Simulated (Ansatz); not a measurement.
Data:

```xyz
3
Lattice="3.5561 0.0000 0.0000 0.0000 3.5561 0.0000 1.7781 -1.7781 2.5346" Properties=species:S:1:pos:R:3 pbc="T T T"
Hf     0.0000     0.0000     0.0000
O      3.5561     1.7781     1.2673
O      1.7781     0.0000     1.2673
```

No spin polarisation.

All numbers come from plane-wave PAW DFT at the r2SCAN level (Ansatz, a quantum-chemistry and plane-wave program, 500 eV), spin-orbit coupling left out. Γ-centred 11×11×11 mesh, Fermi–Dirac width 0.05 eV.

Q: What is the computed mean in-plane stress (compression positive)?

A: +4.0 GPa.

Q: What space group does the calculation give?

A: I4/mmm (No. 139).

The cells carry an imposed strain or load. Whether these cells are dynamically stable was not tested. The cell was made from HfO2 in the fluorite structure (space group Fm-3m, No. 225) by this change: biaxial strain −0.58 %, plane normal [001], relaxed out of plane. This is not the structure that HfO2 has at room temperature and ambient pressure.
